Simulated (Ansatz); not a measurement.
Partial pair distribution functions of a relaxed model of amorphous Sn12Sb12Te36, broadened by 0.06 Å; density 6.42 g/cm³. Method: PBE-D3(BJ), scalar-relativistic without spin-orbit coupling, PAW (Ansatz default set, large-core Te) (plane waves to 420 eV; Ansatz, a program for electronic structure).

Preparation: random packing, a CHGNet melt and quench, and a DFT relaxation. The hot cell started wider than the set density and was brought back towards it in steps. It is the lowest in DFT energy of 3 quenches. It is a model cell: composition and starting density were chosen by hand, and all elements were melted together. The geometry includes D3(BJ) dispersion. Its density started from a set value of 6.33 and ended at 6.42 g/cm³. The simulated quench (nominally 79 K/ps over its main leg) is rapid and tends to freeze in more defects than a deposited or slowly cooled glass has. A cell of this size samples the disorder only roughly. Volume and shape were free in the relaxation. On a 2×2×2 Γ-centred mesh force components of up to 0.35 eV/Å stay, since the relaxation ran on one k-point at (1/4, 1/4, 1/4).

```tsv
r (Å)	g Sb-Te	g Sn-Te	g Sn-Sn	g Sb-Sb
2.60	0.00	0.00	0.00	0.00
2.70	0.15	0.02	0.00	0.00
2.80	1.75	0.48	0.00	0.00
2.90	6.28	2.31	0.00	0.04
3.00	6.30	6.00	0.00	0.91
3.10	4.17	5.03	0.00	1.22
3.20	2.94	2.84	0.00	0.10
3.30	1.63	2.35	0.00	0.00
3.40	1.38	2.64	0.04	0.01
3.50	0.62	1.78	1.02	0.38
3.60	0.44	1.02	2.11	1.18
3.70	0.81	1.00	1.16	1.09
3.80	0.57	0.80	0.53	0.52
3.90	0.33	0.52	0.02	0.07
4.00	0.26	0.51	0.21	0.84
4.10	0.23	0.73	0.94	1.77
4.20	0.51	0.58	1.10	4.36
4.30	0.64	0.59	1.16	5.30
4.40	0.56	0.44	0.85	1.78
4.50	0.70	0.47	1.24	1.21
4.60	0.98	0.72	0.59	1.74
4.70	0.58	0.84	0.88	0.27
4.80	0.43	0.82	1.17	0.31
4.90	0.45	0.94	1.06	0.56
5.00	0.49	0.90	0.77	0.48
5.10	0.23	0.48	0.51	0.72
5.20	0.31	0.52	1.51	0.64
5.30	0.72	0.59	2.38	0.52
5.40	0.95	0.79	2.41	0.13
5.50	1.04	0.59	1.35	0.43
5.60	1.00	0.60	0.88	0.54
5.70	1.03	0.32	0.34	1.11
5.80	1.01	0.36	0.84	1.05
```

Within 3.42 Å each Sb has 5.17 Te neighbours on average.
